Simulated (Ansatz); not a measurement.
## TiN: response to strain

Base system: TiN in the rock salt structure (space group Fm-3m, No. 225; relaxed with 0.1 eV smearing).

```
TiN
1.0
    0.00000     2.11696     2.11696
    2.11696     0.00000     2.11696
    2.11696     2.11696     0.00000
N Ti
1 1
Direct
  0.00000   0.00000   0.00000
  0.50000   0.50000   0.50000
```

Cartesian axes are those of the cell as printed.

Strains are applied to the cell and any free atomic positions relax; under biaxial strain the out-of-plane vector relaxes too.

The values are results of Kohn–Sham DFT with the r2SCAN functional, run in Ansatz (a first-principles code) with PAW and 500 eV plane waves, no spin-orbit coupling, earlier PAW set, not measurements.

Notes on the quantities. energy relative to the base: free energy F.

| change | space group | shortest interatomic distance | energy relative to the base |
|---|---|---|---|
| base | Fm-3m (No. 225) | 2.117 Å | 0 meV/atom |
| biaxial strain −0.64 %, plane normal [110], relaxed out of plane | Immm (No. 71) | ___ | ___ |
| isotropic strain −1.09 % | Fm-3m (No. 225) | 2.094 Å | +9.7 meV/atom |
| isotropic strain +4.15 % | Fm-3m (No. 225) | 2.205 Å | +119 meV/atom |
| uniaxial strain ε_xx = −0.34 % | I4/mmm (No. 139) | 2.110 Å | +0.2 meV/atom |

**Question.** Some entries are withheld; estimate them.

**Answer.** 
- biaxial strain −0.64 %, plane normal [110], relaxed out of plane, shortest interatomic distance: 2.103 Å
- biaxial strain −0.64 %, plane normal [110], relaxed out of plane, energy relative to the base: +1.5 meV/atom

Stability against distortions was not tested. The final runs are not spin-polarised. An odd electron count without spin: TiN.
